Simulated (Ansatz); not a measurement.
System: interstitial O in bcc Ta (neutral cell). All values below come from PBE, PAW (plane waves to 420 eV; Ansatz, a program for electronic structure).

Settings: 36 host sites, the relaxed PBE lattice, a 2×2×3 k-point mesh shifted by half a step, smearing 0.10 eV, spin-restricted, no image-charge correction. Static, classical nuclei. Spin-orbit coupling is left out. Sites that were not tried may lie lower.

Barriers: single points on a 3×3×4 k-point mesh shifted by half a step at the bands' geometries.

The step: a concerted move, in which O travels most; the atom moves 1.66 Å along (0.00, 0.00, 0.50) of the unit cell; the moving atom starts with neighbours 2 Ta at 2.01, 4 Ta at 2.31 Å and ends with 2 Ta at 2.01, 4 Ta at 2.31 Å.

Task: Estimate the migration barrier of this step that PBE, PAW returns for this input.

Result: 0.84 eV, the same both ways. At the saddle the moving atom has neighbours 4 Ta at 2.02 Å. The saddle point's order was not checked, and it lies on a symmetry element of the cell, where a band can be held.
